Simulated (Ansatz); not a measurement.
## BAs under a change: isotropic strain +2.60 %

Take BAs in the zinc blende structure (space group F-43m, No. 216; a = 4.768 Å) as the base.

Modification: the cell is scaled by 1.0260 in all directions, atoms relaxed at fixed cell.

Level of theory: PBEsol (Ansatz, a quantum-chemistry and plane-wave program), no SOC. Settings: 12×12×12 k-points, 0.05 eV Fermi–Dirac smearing.

```tsv
quantity	base	changed	shift
volume per atom	13.55 Å³	14.63 Å³	+1.08 Å³
space group	F-43m (No. 216)	F-43m (No. 216)	–
shortest interatomic distance	2.065 Å	2.118 Å	+0.0537 Å
energy relative to the base (free energy F)	0 meV/atom	+33 meV/atom	+33 meV/atom
pressure	0.0 kbar	-92.3 kbar	-92.3 kbar
band gap	1.08 eV	1.16 eV	+0.075 eV
gap character	indirect, Γ → Γ–X (82 % along)	indirect, Γ → Γ–X (82 % along)	–
smallest direct gap	3.25 eV	3.16 eV	-0.09 eV
mean gap deformation potential ΔEg/Δln V	–	+1.0 eV	–
width of the top valence band	5.27 eV	4.83 eV	-0.44 eV
electron mass	1.1 mₑ along k, 0.21 mₑ across (off the special points)	1.1 mₑ along k, 0.22 mₑ across (off the special points)	–
hole mass (degenerate bands, along [100])	0.23 mₑ (at Γ)	0.19, 0.24, 0.24 mₑ (at Γ)	–
valley order (the lowest conduction-band minima on the path, energy above the VBM, named in the base's zone)	a point along ⟨100⟩, about 1.1 Å⁻¹ from Γ 1.08 eV; L along ⟨111⟩ 2.68 eV	a point along ⟨100⟩, about 1.1 Å⁻¹ from Γ 1.16 eV; L along ⟨111⟩ 2.24 eV	–
```

Effective masses come from finite differences of ±0.01 Å⁻¹. Along k means along the line from Γ to the band edge. No phonon test of stability was made.
